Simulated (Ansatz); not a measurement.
Cell and atoms of amorphous Al$_{28}$O$_{47}$Ta$_{2}$:

```xyz
77
Lattice="9.2358 -0.0405 0.1534 -0.0405 9.8027 0.1047 0.1534 0.1047 9.4646" Properties=species:S:1:pos:R:3 pbc="T T T"
Al     8.2622     2.4596     1.6942
Al     5.7906     3.6209     1.6388
Al     8.8218     7.4304     5.5132
Al     4.5081     4.5780     5.0306
Al     4.2973     0.4811     4.7431
Al     8.6868     0.4331     7.1837
Al     4.3289     3.5224     8.4363
Al     2.1141     8.5292     3.5432
Al     0.6367     5.1770     1.2379
Al     7.6443     4.7402     4.0706
Al     1.7877     4.1049     3.7752
Al     7.3022     8.0203     8.2563
Al     5.9524     7.2849     4.2830
Al     4.9774     9.1486     2.2504
Al     1.9482     6.3358     5.8248
Al     1.1364     2.5298     8.7925
Al     3.2801     1.9355     1.6222
Al     9.0172     5.3438     8.0704
Al     6.9660     0.3840     0.4870
Al     1.0192     0.0058     0.7276
Al     9.2484     3.0105     6.0064
Al     7.1262     6.5546     1.1002
Al     2.2395     7.1560     8.7977
Al     2.7099     1.8838     6.5704
Al     4.6689     6.6244     7.1283
Al     5.8033     2.6504     6.1463
Al     1.3798     1.2723     3.6856
Al     5.2227     0.2515     7.9791
O      2.1316     1.3569     0.4269
O      4.1749     0.8575     2.7371
O      0.2921     6.1120     6.4043
O      7.4998     6.4803     4.6577
O      2.5300     0.0876     4.5500
O      2.6757     4.9723     5.0357
O      3.4598     7.8570     2.6096
O      7.3207     8.2596     0.5334
O      5.3762     8.9300     4.3406
O      1.4982     8.5249     9.4155
O      8.1465     1.6003     5.9032
O      5.7668     7.2503     2.4521
O      1.0031     1.1993     7.4847
O      6.4098     4.0909     5.3084
O      7.1331     0.2828     8.0922
O      8.4372     5.8568     2.0815
O      2.0708     5.2963     2.3334
O      4.8333     6.3935     5.3108
O      4.0727     2.8634     5.5743
O      1.1165     5.8046     9.0399
O      3.9379     0.4608     6.6588
O      5.7373     5.3231     1.0176
O      5.4368     2.2204     7.8274
O      2.1839     2.6397     2.8454
O      2.6654     3.0938     7.9303
O      4.7854     4.9234     7.4989
O      1.2691     7.4202     4.5875
O      7.2007     3.6065     2.7681
O      8.5841     8.4480     7.0341
O      8.8395     1.6532     3.3092
O      1.1607     9.6243     2.5867
O      5.0162     9.7110     0.4481
O      8.2724     8.9078     4.6114
O      7.6453     6.2514     8.6776
O      5.8923     1.3459     4.9583
O      3.5108     6.4502     0.2124
O      6.7496     0.1408     2.3210
O      8.7775     0.9451     0.6031
O      0.3096     3.4752     0.7640
O      5.5959     8.0649     7.6268
O      4.1829     3.2388     0.7934
O      9.2713     4.1656     4.5647
O      4.6018     4.5610     3.1561
O      1.5171     2.3482     5.2264
O      9.1719     3.6105     7.6837
O      2.8930     7.0446     7.1351
O      6.7009     2.2708     0.8149
Ta     4.0581     6.0502     1.9358
Ta     7.3971     0.5884     4.0419
```

Calculation: PBE, scalar-relativistic without spin-orbit coupling (plane waves to 420 eV, PAW; Ansatz, a first-principles code).

A CHGNet melt-quench gave the starting glass, which DFT then relaxed. O atoms were pushed apart under 1.9 Å during the dynamics, to hinder bonds among them. The hot cell started wider than the set density and was brought back towards it in steps. It is the lowest in DFT energy of 2 quenches. It is a model cell: composition and starting density were chosen by hand, and all elements were melted together. No dispersion term was used. Its density started from a set value of 3.62 and ended at 3.62 g/cm³. The simulated quench (nominally 410 K/ps over its main leg) is rapid and tends to freeze in more defects than a deposited or slowly cooled glass has. Values belong to this one cell and scatter from quench to quench. The volume was held where the preparation left it and the shape relaxed, at a PBE pressure of 1.4 GPa. Stress components on the final sampling reach 1.4 GPa.

Bonds are counted up to Al-Al 2.66 Å, Al-O 2.24 Å, Al-Ta 2.89 Å, O-O 1.58 Å, O-Ta 2.60 Å, Ta-Ta 3.12 Å. Two cations that share two anions don't count as bonded, nor two that share one unless they lie closer than Al-Al 2.59 Å, Al-Ta 2.81 Å, Ta-Ta 3.04 Å.

Question: Give the coordination numbers, mean bond lengths and angles.

Answer: 
Mean coordination of Al by anions: 4.54 (15 with 4, 11 with 5, 2 with 6)
Mean coordination of O: 2.96 (5 with 2, 39 with 3, 3 with 4)
Mean coordination of Ta by anions: 6.00 (2 with 6)
Mean Al-O bond: 1.845 Å (spread 0.090 Å, 127 counted)
Mean O-Ta bond: 2.042 Å (spread 0.181 Å, 12 counted)
Bond angle at Al: mean 107.3°, spread 23.0°
Bond angle at O: mean 117.0°, spread 17.6°
Bond angle at Ta: mean 103.4°, spread 28.5°

Question: List the pairs of like atoms that count as bonded by the rules above.

Answer: There are none by these rules.
